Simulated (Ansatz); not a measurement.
A computed series for Ge: response to strain

Consider Ge in the diamond structure (space group Fd-3m, No. 227; a = 5.676 Å).

Strains are applied to the cell and any free atomic positions relax.

The values are results of Ansatz (a quantum-chemistry and plane-wave program), PBEsol, PAW, cutoff 420 eV, scalar-relativistic without spin-orbit coupling, not measurements.

Notes on the quantities. energy relative to the base: free energy F.

```tsv
isotropic strain (%)	energy relative to the base (meV/atom)
-3	43.5
-1.5	10.2
-1	?
-0.5	1.1
0	0.0
0.5	1.1
1.5	9.2
2	16.0
3	34.7
```

Question: Fit ΔE = Aε² + Bε³ (ε in %) to the rows shown and predict the withheld row.

Answer: Least squares on the printed values gives A = 4.34 and B = -0.16 meV/atom (largest residual 0.1 meV/atom); this predicts 4.5 meV/atom, and the run gives 4.4 meV/atom, in agreement.

Whether these cells are dynamically stable was not tested.
